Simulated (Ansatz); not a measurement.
Base system: HfO$_{2}$ (space group Pca2_1, No. 29; a = 5.228 Å, b = 5.017 Å, c = 5.042 Å). Axes: x, y, z lie along a, b, c of the conventional cell.

Level of theory: Ansatz (an electronic-structure program), PBEsol, PAW, cutoff 420 eV, no SOC.

Strains are applied to the cell and any free atomic positions relax; under biaxial strain the out-of-plane vector relaxes too.

One change was made to it. Results:

The band gap decreases by 0.04 eV, from 4.36 eV to 4.32 eV; the pressure (mean of the normal stresses, compression positive) goes from zero to 0.71 GPa.

### Question
Which change produced these results?
A) biaxial strain +0.21 %, plane normal [001], relaxed out of plane
B) isotropic strain −4.59 %
C) biaxial strain −2.42 %, plane normal [001], relaxed out of plane
D) tensor shear ε_xy = +2.63 %

### Answer
D, tensor shear ε_xy = +2.63 %. For comparison, the pressure in the other runs: biaxial strain −2.42 %, plane normal [001], relaxed out of plane gives 8.29 GPa; isotropic strain −4.59 % gives 38.57 GPa; biaxial strain +0.21 %, plane normal [001], relaxed out of plane gives -0.65 GPa.

Spin-orbit coupling, missing from the scalar runs, can matter with Hf. Whether these cells are dynamically stable was not tested. This is not the structure that HfO2 has at room temperature and ambient pressure.
